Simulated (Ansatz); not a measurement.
The parent structure is Os in the hcp (Mg type) structure (space group P6_3/mmc, No. 194; a = 2.729 Å, c = 4.306 Å).

Levels (all Ansatz, a program for electronic structure, PAW): PBEsol (420 eV, spin-orbit coupling left out); PBEsol+SOC (420 eV, with spin-orbit coupling).

The geometry is relaxed with PBEsol.

| Property | Result |
|---|---|
| PBEsol pressure | 0.0 GPa |

With PBEsol+SOC at the same geometry, the pressure goes from zero to 0.2 GPa.

Single points use the geometry relaxed with PBEsol. Differences between runs with and without spin-orbit coupling are approximate. Whether these cells are dynamically stable was not tested. The runs without spin-orbit coupling are not spin-polarised.
